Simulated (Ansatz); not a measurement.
Input and output of a self-consistent single point for CaC2 (R3m, 3 atoms in the cell) (Ansatz, a first-principles code).

Method of the run: LDA (PW92), default PAW files made with PBE (plane waves; Ansatz).

The change in words: 1 x 1 x 1 supercell, one Ca atom moved by 0.02 angstrom along z. Reference geometry:
```
CELL_PARAMETERS angstrom
      1.93468     1.11699     3.93410
     -1.93468     1.11699     3.93410
      0.00000    -2.23397     3.93410
ATOMIC_POSITIONS crystal
  Ca 0.00000 0.00000 0.00000
  C  0.55291 0.55291 0.55291
  C  0.44709 0.44709 0.44709
```

Reference input (self-consistent single point, DFT, LDA (PW92), plane waves, default PAW files made with PBE): basis.ecutwfc = 420 eV; kpoints.mp_grid.grid = 8 8 8; hamiltonian.xc = lda; hamiltonian.pseudopotentials = {kind: paw} (the program's default PAW files); scf.occupations.method = fermi_dirac; scf.occupations.width = 0.05 eV. This run's input differs from it in these lines:

```diff
@@ -7,3 +7,3 @@
   atoms:
-    - { symbol: Ca, position: [0.00000000, 0.00000000, 0.00000000] }
+    - { symbol: Ca, position: [0.00169500, 0.00169500, 0.00169500] }
     - { symbol: C, position: [0.55291300, 0.55291300, 0.55291300] }
```

Log, with long lists cut:

```
SCF iter   1: F=—  HF=-2258.148287 eV  |F-HF|=—  |Δ(HF+E_count)|=         —  Δρ=7.19e-3  dr2=2.86e-2  ethr=1.77e-3  ⟨swp⟩=6.6  Hψ=5724  notcnv=0
all-band conjugate gradients solve this SCF's bands
preconditioner: auto → none
SCF iter   2: F=—  HF=-2258.138208 eV  |F-HF|=—  |Δ(HF+E_count)|=   1.01e-2  Δρ=2.72e-3  dr2=2.78e-3  ethr=1.59e-4  ⟨swp⟩=2.5  Hψ=1869  notcnv=0
SCF iter   3: F=—  HF=-2258.137272 eV  |F-HF|=—  |Δ(HF+E_count)|=   9.36e-4  Δρ=6.23e-4  dr2=8.27e-5  ethr=1.54e-5  ⟨swp⟩=2.1  Hψ=1122  notcnv=0
SCF iter   4: F=—  HF=-2258.137251 eV  |F-HF|=—  |Δ(HF+E_count)|=   2.14e-5  Δρ=1.80e-4  dr2=3.10e-5  ethr=4.60e-7  ⟨swp⟩=2.8  Hψ=1462  notcnv=0
SCF iter   5: F=—  HF=-2258.137240 eV  |F-HF|=—  |Δ(HF+E_count)|=   1.04e-5  Δρ=2.36e-5  dr2=1.90e-7  ethr=1.72e-7  ⟨swp⟩=2.0  Hψ=1105  notcnv=0
SCF iter   6: F=-2258.137240 eV  HF=-2258.137240 eV  |F-HF|=1.27e-9  |Δ(HF+E_count)|=   5.82e-8  Δρ=4.85e-6  dr2=4.95e-9  ethr=5.56e-10  ⟨swp⟩=6.0  Hψ=4361  notcnv=0
SCF 1 converged in 6 iterations: F = -2258.137240 eV  dr2 = 4.95e-9
Free energy (F): -2258.137240 eV
Internal energy: -2258.137240 eV  (E = F + TS)
E sigma→0 (E₀):  -2258.137240 eV
Fermi energy:    5.292333 eV
--- Forces (eV/Å), atoms counted from 1 ---
  atom   1  Ca    -0.00000000     0.00000000    -0.04914718
  atom   2  C      0.00000000     0.00000000     0.06950139
  atom   3  C     -0.00000000    -0.00000000    -0.02035821
--- Stress (GPa, compression-positive) ---
       -4.207234      -0.000000       0.000000
       -0.000000      -4.207234      -0.000000
        0.000000      -0.000000      -3.945316
  P = ⅓ Tr σ = -4.1199 GPa (-41.199 kbar)
  The stress holds the Pulay correction. Without it, at fixed plane waves, as pw.x and ABINIT print it: P = -4.3714 GPa
```

The run converged in 6 iterations. Against the reference run the free energy hardly moves (within 1 meV/atom), the pressure hardly changes (-4.13 to -4.12 GPa), the largest force goes from 0.045 to 0.070 eV/Å and the gap on the mesh moves little (2.536 to 2.537 eV).

The starting cell comes from a database of computed structures (which also holds hypothetical and non-ambient phases and stackings), without a prior relaxation at this level. Its lattice was rescaled by up to half a per cent. For this run, on top of that: 1 x 1 x 1 supercell, one Ca atom moved by 0.02 angstrom along z. With a pressure of about -4 GPa the cell is away from its equilibrium volume at this level. Ansatz's pressure includes its estimate of the finite-basis (Pulay) stress.

Keys are those of Ansatz 0.2.
